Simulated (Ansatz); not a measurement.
## Several settings converged on the (001) slab of Ba(GaH)2 (cut from a parent of space group no. 164; 10 atoms in the cell)

```
CELL_PARAMETERS angstrom
      4.51261     0.00000     0.00000
     -2.25631     3.90804     0.00000
      0.00000     0.00000    23.62131
ATOMIC_POSITIONS crystal
  Ba 0.00000 0.00000 0.39490
  Ga 0.33333 0.66667 0.49345
  Ga 0.66667 0.33333 0.29634
  H  0.33333 0.66667 0.42284
  H  0.66667 0.33333 0.36696
  Ba 0.00000 0.00000 0.60511
  Ga 0.33333 0.66667 0.70366
  Ga 0.66667 0.33333 0.50655
  H  0.33333 0.66667 0.63304
  H  0.66667 0.33333 0.57717
```

Base method: LDA (PW92), default PAW files made with PBE (plane waves; Ansatz, a quantum-chemistry and plane-wave program).

Base settings: basis.ecutwfc = 420 eV; kpoints.mp_grid.grid = 8 8 1; hamiltonian.xc = lda; hamiltonian.pseudopotentials = {kind: paw} (the program's default PAW files); scf.occupations.method = fermi_dirac; scf.occupations.width = 0.1 eV.

The count of work is k-points × plane waves × bands × iterations; it is no time. 

**The vacuum**

The mesh stays at the base's, so the ladder's end is converged at best in this setting alone.

Only quantities that move along the ladder and can be compared are tabulated.

```csv
vacuum between outermost atoms (Å),free energy less the last step's (meV/atom),largest difference of a force vector from the last step's (eV/Å),count of work / last
3.0,-34.20,0.381,0.32
4.0,-10.83,0.127,0.34
5.0,-2.67,0.036,0.37
6.0,-0.53,0.008,0.39
7.0,-0.08,0.002,0.42
8.0,-0.01,0.000,0.44
10.0,0.00,0.000,0.49
12.0,0.01,0.000,0.54
14.0,0.01,0.000,0.60
17.0,0.00,0.000,0.67
20.0,0.01,0.000,0.75
25.0,0.01,0.000,0.87
30.0,0.00,0.000,1.0
```

Smallest vacuum between outermost atoms (Å) that holds the forces within 0.005 eV/Å of the last step, with all finer ones: 7.0, at 0.42 of the last step's count of work; the step before is off by 0.008 eV/Å.

Smallest vacuum between outermost atoms (Å) that holds the free energy within 5 meV/atom of the last step, with all finer ones: 5.0, at 0.37 of the last step's count of work; the step before is off by 11 meV/atom.

**The plane-wave cutoff**

The mesh stays at the base's, so the ladder's end is converged at best in this setting alone.

Only quantities that move along the ladder and can be compared are tabulated.

```csv
basis.ecutwfc,free energy less the last step's (meV/atom),largest difference of a force vector from the last step's (eV/Å),count of work / last
210 eV,2472.28,0.199,0.14
250 eV,542.89,0.160,0.16
295 eV,72.50,0.055,0.21
355 eV,4.91,0.004,0.27
420 eV,1.17,0.001,0.35
505 eV,0.39,0.000,0.47
630 eV,0.21,0.000,0.64
840 eV,0.00,0.000,1.0
```

Coarsest basis.ecutwfc that holds the free energy within 1 meV/atom of the last step, with all finer ones: 505 eV; the step before is off by 1.2 meV/atom.

Coarsest basis.ecutwfc that holds the forces within 0.02 eV/Å of the last step, with all finer ones: 355 eV, at 0.27 of the last step's count of work; the step before is off by 0.055 eV/Å.

On the base run: the starting cell comes from a database of computed structures (which also holds hypothetical and non-ambient phases and stackings), without a prior relaxation at this level. The slab is cut from that crystal, and its faces are unrelaxed. Its lattice was rescaled by up to half a per cent. In the base run, forces exceed 1 eV/Å.

Left out of this page: 1 run of the series outside the window shown, repeating another row's setting, or not comparable.

Keys are those of Ansatz 0.2.
